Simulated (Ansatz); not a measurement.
Start from GeS in the GeS type structure (space group Pnma, No. 62; a = 10.6609 Å, b = 3.6812 Å, c = 4.3557 Å; layered, stacked along the Cartesian x axis).

Levels (all Ansatz, a first-principles code, PAW): PBE-D3(BJ) (420 eV, no spin-orbit coupling); HSE06 (420 eV, no spin-orbit coupling).

The geometry is relaxed with PBE-D3(BJ).

| Property | Result |
|---|---|
| PBE-D3(BJ) lowest conduction level above the VBM at special points | Γ 1.24 eV; Y 1.57 eV; U 1.75 eV |

With HSE06 at the same geometry, the lowest conduction level above the VBM at special points changes from Γ 1.24 eV; Y 1.57 eV; U 1.75 eV to Γ 1.80 eV; Y 2.19 eV; U 2.35 eV.

Single points use the geometry relaxed with PBE-D3(BJ). HSE06 was sampled on its mesh, a few special points and the semilocal edge points, so its gap is an upper bound. The levels and masses belong to the bands next to the band gap. Stability against distortions was not tested. The D3 term's C6 switches between coordination references near this geometry, which can add small steps to energies.
